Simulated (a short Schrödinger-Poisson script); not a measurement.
Stack: MOS inversion layer, SiO2 on p-type Si(100), at 300 K.

From the gate side: 1.8 nm SiO2; 650 nm Si, acceptors 4.4e17 cm⁻³.

Constants are typed, rounded textbook-type inputs, not results; the design itself was drawn at random and stands for no fabricated device. SiO2: permittivity 3.9, conduction-band edge (eV) 3.15, gap (eV) 9, electron mass (mₑ) 0.5. Si: permittivity 11.7, conduction-band edge (eV) 0, gap (eV) 1.124, Nv at 300 K (cm⁻³) 3.1e19.

Channel valleys (confinement mass, in-plane density-of-states mass, number): Δ2 0.916, 0.19, 2; Δ4 0.19, 0.417, 4. At the gate the conduction-band edge of layer 1 lies 3.44 eV − eVg above the Fermi level of the channel; the field vanishes at the back. Gaps are held at their typed values at every temperature. Mesh 0.03 nm at interfaces.

From a short Schrödinger-Poisson script (our own, NumPy): 1D Poisson equation in equilibrium, electrons quantum, Hartree (BenDaniel-Duke, 12 states a valley, the channel's in-plane mass for all, wave functions free to enter the dielectric), parabolic valleys, classical holes, full ionisation, no traps, pinning or gate leakage.

| Vg (V) | electrons (cm⁻²) | C (μF/cm²) | Δ2 E0 (meV from the Fermi level) | Δ4 E0 (meV from the Fermi level) |
|---|---|---|---|---|
| 0.35 | 2.55e9 | 0.198 | 206.8 | 253.4 |
| 0.4 | 1.31e10 | 0.241 | 163.9 | 211.3 |
| 0.45 | 6.01e10 | 0.415 | 124.2 | 172.4 |
| 0.5 | 2.00e11 | 0.736 | 92.5 | 141.8 |
| 0.55 | 4.50e11 | 1.01 | 70.5 | 121.1 |
| 0.6 | 7.79e11 | 1.18 | 55.3 | 107.4 |
| 0.65 | 1.15e12 | 1.28 | 44.1 | 97.6 |
| 0.7 | 1.56e12 | 1.35 | 35.1 | 90.2 |
| 0.75 | 1.98e12 | 1.39 | 27.7 | 84.2 |
| 0.8 | 2.42e12 | 1.43 | 21.4 | 79.3 |
| 0.85 | 2.87e12 | 1.46 | 15.7 | 75.2 |
| 0.9 | 3.32e12 | 1.48 | 10.7 | 71.5 |
| 0.95 | 3.79e12 | 1.50 | 6.1 | 68.3 |
| 1 | 4.25e12 | 1.51 | 1.8 | 65.4 |
| 1.05 | 4.73e12 | 1.53 | -2.2 | 62.7 |
| 1.1 | 5.20e12 | 1.54 | -5.9 | 60.3 |
| 1.15 | 5.69e12 | 1.55 | -9.4 | 58.0 |
| 1.2 | 6.17e12 | 1.56 | -12.8 | 55.9 |

Gate voltages with under 1e9 electrons/cm² are left out.

Q: At Vg = 1.2 V the lowest Δ2 subband lies at -12.8 meV from the Fermi level. How many electrons does it hold, and what share of all?

A: The two-dimensional density of states is g m/(πħ²) = 1.59e11 cm⁻² meV⁻¹ (both spins), kT = 25.9 meV, so n = D kT ln(1 + exp(−E/kT)) = 3.99e12 cm⁻², 0.65 of the 6.17e12 cm⁻² in all.

Q: Compare the slope of the sheet density between 1.1 and 1.2 V with the geometric capacitance of the layers between gate and channel.

A: q Δn/ΔV = 1.55 μF/cm²; ε0/Σ(t/ε) = 1.92 μF/cm². The ratio is 0.81: the channel acts as a further capacitance in series.
